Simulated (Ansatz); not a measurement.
Here is the system:

Host crystal: wurtzite GaN, with a band gap (PBE, scalar-relativistic without spin-orbit coupling).

End structure of NH3 on the (000-1) surface of wurtzite GaN (2x2 with 3 H on 4 top atoms; a constructed slab, bottom: 3 H on 4 bottom sites), one in a cell of 36 Å², started at the site 'hollow H':

```
CELL_PARAMETERS angstrom
      6.43695     0.00000     0.00000
     -3.21848     5.57456     0.00000
      0.00000     0.00000    33.00000
ATOMIC_POSITIONS crystal
  Ga 0.33024 0.16976 0.33581
  Ga 0.83950 0.16976 0.33581
  Ga 0.33024 0.66050 0.33581
  Ga 0.83333 0.66667 0.34936
  N  0.16666 0.33334 0.35941
  N  0.66507 0.33015 0.35848
  N  0.16985 0.83493 0.35848
  N  0.66507 0.83493 0.35848
  Ga 0.16667 0.33333 0.41849
  Ga 0.66667 0.33333 0.41849
  Ga 0.16667 0.83333 0.41849
  Ga 0.66667 0.83333 0.41849
  N  0.33333 0.16667 0.43808
  N  0.83333 0.16667 0.43808
  N  0.33333 0.66667 0.43808
  N  0.83333 0.66667 0.43808
  Ga 0.33333 0.16661 0.49763
  Ga 0.83299 0.16628 0.49768
  Ga 0.33363 0.66685 0.49769
  Ga 0.83310 0.66681 0.49806
  N  0.16658 0.33312 0.51751
  N  0.66652 0.33337 0.51763
  N  0.16655 0.83341 0.51759
  N  0.66670 0.83331 0.51776
  Ga 0.16567 0.33380 0.57701
  Ga 0.66829 0.33455 0.57724
  Ga 0.16545 0.83162 0.57717
  Ga 0.66685 0.83316 0.57759
  N  0.33320 0.16663 0.59716
  N  0.83372 0.16771 0.59721
  N  0.33214 0.66584 0.59696
  N  0.83387 0.66630 0.59751
  Ga 0.33253 0.16537 0.65600
  Ga 0.82621 0.15303 0.65707
  Ga 0.34559 0.67344 0.65672
  Ga 0.82762 0.67449 0.65770
  N  0.16620 0.33358 0.67483
  N  0.66669 0.33351 0.67508
  N  0.16672 0.83275 0.67510
  N  0.66522 0.83323 0.67717
  H  0.33297 0.16703 0.28851
  H  0.83406 0.16705 0.28851
  H  0.33295 0.66594 0.28851
  H  0.16771 0.33314 0.70591
  H  0.66240 0.33043 0.70617
  H  0.17977 0.83582 0.70627
  N  0.43782 0.84341 0.75996
  H  0.54459 0.84253 0.73640
  H  0.54160 0.99376 0.77681
  H  0.40431 0.70241 0.77841
```

Slab: 50 atoms, 13.8 Å thick at the start with caps and adatoms under the adsorbate (thin: gaps and levels are the slab's own); k 4x4x1, smearing 0.01 eV, dipole-corrected; 19 atoms held, the rest relaxed; no symmetry held; no spin, no spin-orbit, no U, no dispersion correction. At the end no host atom lies within bonding distance. In PBE it is, or lies within 0.03 eV of, the lowest of the starts that converged.

A negative adsorption energy means that the adsorbate is more stable on the surface than in its reference.

Predict the gap of the slab on its k-mesh from PBE run with Ansatz (a quantum-chemistry and plane-wave program).

1.92 eV

What highest filled level below the top vacuum level does PBE give?

3.89 eV

Give the change of the step from the bottom to the top vacuum level, against the clean slab at the level PBE.

-0.17 eV

What is the computed adsorption energy against NH3(g) (PBE)?

-0.30 eV
